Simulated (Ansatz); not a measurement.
Hypothetical anti-perovskite Mg3SnO: pressure series

The reference is Mg3SnO in the anti-perovskite structure (space group Pm-3m, No. 221; a = 4.3469 Å; a hypothetical phase, not in the database extracts checked).

Cell and atoms are relaxed at each pressure.

Method: Ansatz (a program for electronic structure) PBEsol, spin-orbit coupling left out.

Notes on the quantities. enthalpy: H = E + PV relative to the base's energy.

```tsv
case	enthalpy	volume per atom
base	–	16.43 Å³
pressure −2 GPa	-0.21 eV/atom	16.91 Å³
pressure −1 GPa	-0.10 eV/atom	16.66 Å³
pressure 0.3 GPa	+0.03 eV/atom	[?]
pressure 0.7 GPa	+0.07 eV/atom	16.28 Å³
pressure 1.5 GPa	+0.15 eV/atom	16.11 Å³
pressure 3 GPa	+0.30 eV/atom	15.82 Å³
pressure 5 GPa	+0.50 eV/atom	15.48 Å³
pressure 7.5 GPa	+0.74 eV/atom	15.09 Å³
pressure 10 GPa	+0.97 eV/atom	14.75 Å³
```

Fill in the withheld entries from the trend.


- pressure 0.3 GPa, volume per atom: 16.36 Å³

Load acts through the strain it causes; cell and atoms are relaxed under it. No phonon test of stability was made. Competing high-pressure phases were not computed. The final runs are not spin-polarised.
